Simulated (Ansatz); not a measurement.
## ZrS₂ under load (space group P-3m1): band-edge transport data

Here is the system:

```yaml
crystal:
  lattice:
    - [3.60763, 0.00000, 0.00000]
    - [-1.80381, 3.12430, 0.00000]
    - [0.00000, 0.00000, 5.51475]
  atoms:
    - { symbol: Zr, position: [0.00000, 0.00000, 0.00000] }
    - { symbol: S, position: [0.66667, 0.33333, 0.73699] }
    - { symbol: S, position: [0.33333, 0.66667, 0.26301] }
```

Method: r2SCAN+D4 with spin-orbit coupling, rigid bands (plane waves, PAW; Ansatz, a program for electronic structure). Condition of this run: hydrostatic pressure 5 GPa (the target of the relaxation). Cell: cell and atoms relaxed with r2SCAN+d4, then loaded as said.

- band gap = 0.72 eV
- electron conductivity mass (300 K, dilute) = 0.51 (x), 0.51 (y), 1.61 (z) mₑ
- hole conductivity mass (300 K, dilute) = 1.55 (x), 1.55 (y), 0.23 (z) mₑ
- effective density of states N_c (300 K) = 6.4e19 cm⁻³
- effective density of states N_v (300 K) = 2.0e19 cm⁻³
- density-of-states mass, electrons = 1.88 mₑ
- density-of-states mass, holes = 0.87 mₑ
- Seebeck coefficient, n-type 1e19 cm⁻³, 300 K = -374 μV/K
- Seebeck coefficient, p-type 1e19 cm⁻³, 300 K = 279 μV/K
- best p-type power factor at 300 K for τ = 10 fs (best axis; densities from 1e16 to 1e21 cm⁻³ tried, whether or not they can be reached) = 11.1 μW/(cm·K²) at 3e19 cm⁻³

Rigid bands; masses and Seebeck coefficients take one relaxation time τ for all states and one kind of carrier; polarons and phonon drag are left out. Geometry: cell and atoms relaxed with r2SCAN+D4.

Computed structure with no diffraction record at hand here (it may be known, metastable or hypothetical): ZrS2 under load (space group P-3m1).
